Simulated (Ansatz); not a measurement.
Defect: interstitial Cu in 2H silicon carbide, charge state +1. Level of theory: PBE, PAW (plane waves to 420 eV; Ansatz, a first-principles code).

Cell of 72 host sites held at the relaxed PBE lattice; the Γ point alone; Fermi-Dirac width 0.01 eV, spin-restricted; finite-size errors left in. No zero-point or tunnelling terms. The host's phase is taken as given; its stability against other phases was not computed. The charge state is imposed; whether it is stable for some Fermi level was not computed. Sites that were not tried may lie lower.

Barriers: single points on a 2×2×2 k-point mesh shifted by half a step along c at the bands' geometries (they differ from the bands' own by up to 0.18 eV, and are uncertain by about as much).

The step: one Cu atom jumps by itself. Atoms about the jump, Cartesian Å from the middle of the jump, before and after:

```
atom     x0     y0     z0     x1     y1     z1
----  -----  -----  -----  -----  -----  -----
Cu1    0.77   1.34   0.00  -0.77  -1.34   0.00
C2     0.77  -0.46  -1.92   0.78  -0.44  -1.92
C3    -0.83   0.42   0.68  -0.77   0.51   0.68
C4     2.37   0.41   0.68   2.33   0.46   0.64
Si5    0.77  -0.54   1.34   0.85  -0.40   1.34
Si6   -0.84   0.41  -1.35  -0.77   0.52  -1.35
Si7    2.38   0.41  -1.35   2.32   0.45  -1.28
C8     0.77  -2.25   0.64   0.83  -2.26   0.68
Si9    0.77  -2.24  -1.28   0.84  -2.27  -1.35
Si10  -0.85   2.28   1.34  -0.77   2.26   1.27
Si11   2.40   2.28   1.34   2.32   2.23   1.27
C12   -0.78   2.24  -1.92  -0.77   2.27  -1.92
C13    2.33   2.24  -1.92   2.32   2.23  -1.89
Si14   0.77   3.20  -1.35   0.77   3.12  -1.27
C15    0.77   3.19   0.68   0.77   3.13   0.64
Si16  -2.34  -0.46   1.27  -2.40  -0.40   1.34
Si17   3.89  -0.46   1.27   3.86  -0.45   1.27
C18   -2.35  -0.46  -1.92  -2.33  -0.44  -1.92
C19    3.89  -0.46  -1.92   3.86  -0.45  -1.89
Si20   0.77  -0.45  -3.83   0.78  -0.44  -3.83
C21   -0.77  -3.12  -1.89  -0.77  -3.14  -1.92
C22    0.77  -0.45   3.21   0.78  -0.44   3.21
C23    2.32  -3.12  -1.89   2.35  -3.14  -1.92
Si24  -0.78  -3.12   1.27  -0.77  -3.22   1.34
Si25   2.32  -3.12   1.27   2.34  -3.14   1.27
Si26  -2.32  -2.23  -1.27  -2.38  -2.27  -1.35
C27   -2.32  -2.23   0.64  -2.37  -2.26   0.68
C28    3.87  -2.23   0.64   3.86  -2.23   0.64
Si29   3.86  -2.23  -1.27   3.86  -2.23  -1.27
```

Problem. Predict the transition state.

Solution. 
```
atom      x      y      z
----  -----  -----  -----
Cu1    0.74  -0.06  -0.33
C2     0.77  -0.48  -2.13
C3    -0.79   0.44   0.81
C4     2.32   0.45   0.78
Si5    0.77  -0.51   1.64
Si6   -0.90   0.49  -1.53
Si7    2.43   0.49  -1.49
C8     0.76  -2.21   0.69
Si9    0.77  -2.26  -1.33
Si10  -0.79   2.24   1.29
Si11   2.31   2.24   1.29
C12   -0.80   2.27  -1.93
C13    2.33   2.27  -1.93
Si14   0.76   3.12  -1.27
C15    0.76   3.12   0.64
Si16  -2.34  -0.45   1.27
Si17   3.87  -0.45   1.27
C18   -2.38  -0.46  -1.93
C19    3.91  -0.46  -1.93
Si20   0.77  -0.43  -3.95
C21   -0.79  -3.12  -1.89
C22    0.77  -0.45   3.42
C23    2.32  -3.12  -1.89
Si24  -0.79  -3.12   1.27
Si25   2.32  -3.12   1.27
Si26  -2.33  -2.24  -1.27
C27   -2.33  -2.23   0.64
C28    3.86  -2.23   0.64
Si29   3.86  -2.24  -1.26
```
It lies 1.45 eV above the start and 1.45 eV above the end. The saddle point's order was not checked, and it lies on a symmetry element of the cell, where a band can be held.
